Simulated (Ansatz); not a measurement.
The reference is HfO2 in the fluorite structure (space group Fm-3m, No. 225).

```
HfO2
1.0
    0.00000     2.52945     2.52945
    2.52945     0.00000     2.52945
    2.52945     2.52945     0.00000
Hf O
1 2
Direct
  0.00000   0.00000   0.00000
  0.25000   0.25000   0.25000
  0.75000   0.75000   0.75000
```

Cartesian axes are those of the cell as printed.

Calculations: Ansatz (a quantum-chemistry and plane-wave program) r2SCAN, scalar-relativistic without spin-orbit coupling, earlier PAW set.

Base values:

```
Item                  Result
-------------------  -------
Band gap             4.30 eV
Smallest direct gap  4.30 eV
```

It is then changed as follows: the cell is stretched by 4.03 % along z with no lateral relaxation, atoms relaxed at fixed cell.

Problem. What does the calculation give for the band gap, smallest direct gap and stress after the change?

Solution. The band gap decreases by 0.42 eV to 3.88 eV; the smallest direct gap drops by 0.33 eV (4.30 eV → 3.97 eV); the stress (xx, yy, zz, yz, xz, xy; compression positive) amounts to (-3.59, -3.59, -22.20, 0.00, 0.00, 0.00) GPa.

Spin-orbit coupling, missing from the scalar runs, can matter with Hf. The cells carry an imposed strain or load. Whether these cells are dynamically stable was not tested. This is not the structure that HfO2 has at room temperature and ambient pressure.
